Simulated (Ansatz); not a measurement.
**CdF2 in the fluorite structure (space group Fm-3m, No. 225)**

```cif
data_CdF2
_chemical_formula_sum 'Cd1 F2'
_space_group_name_H-M_alt 'P 1'
_space_group_IT_number 1
_cell_length_a 3.80705
_cell_length_b 3.80705
_cell_length_c 3.80705
_cell_angle_alpha 60.000
_cell_angle_beta 60.000
_cell_angle_gamma 60.000
loop_
_space_group_symop_operation_xyz
  'x, y, z'
loop_
_atom_site_label
_atom_site_type_symbol
_atom_site_fract_x
_atom_site_fract_y
_atom_site_fract_z
_atom_site_occupancy
Cd1 Cd 0.00000 0.00000 0.00000 1
F1 F 0.25000 0.25000 0.25000 1
F2 F 0.75000 0.75000 0.75000 1
```

Method: PBEsol (Ansatz, an electronic-structure program; PAW; 420 eV plane waves; no spin-orbit coupling). Γ-centred 11×11×11 mesh, Fermi–Dirac width 0.05 eV.

| Item | Result |
|---|---|
| Volume per atom | 13.01 Å³ |
| Density | 6.40 g/cm³ |
| Band gap | 2.94 eV, indirect, W → Γ |
| Electron mass | 0.37 mₑ |
| Lowest conduction-band minima above the VBM | Γ 2.94 eV |
| Total energy | -3261.954 eV/atom (σ→0; compares only within this code and set-up) |

Effective masses come from finite differences of ±0.01 Å⁻¹. Whether these cells are dynamically stable was not tested.
